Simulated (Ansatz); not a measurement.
How the bulk modulus of GaP (model structure, started from the CsCl type, Pm-3m, No. 221, 2 atoms in the cell) moves with the method

No measured value is used here.

| level (code) | value (GPa) | cell (Å³/atom) |
|---|---|---|
| LDA (Ansatz) | 88.6 | 15.48 |
| PBEsol (Ansatz) | 85.0 | 15.80 |
| r²SCAN (Ansatz) | 75.9 | 16.26 |

LDA, PBEsol, r²SCAN: the bulk modulus is −V dP/dV from two relaxed cells at ±2 % in volume. Each level is taken at its own relaxed cell. Cutoffs differ between the levels. Ansatz's density-functional and Hartree–Fock values are scalar-relativistic unless marked +SOC, with PAW data made under PBE.

A model structure was made by putting elements into a prototype or built by hand; it is no filed structure, need not be a known phase, and can be a saddle point held by its symmetry.

Ansatz is a first-principles code.
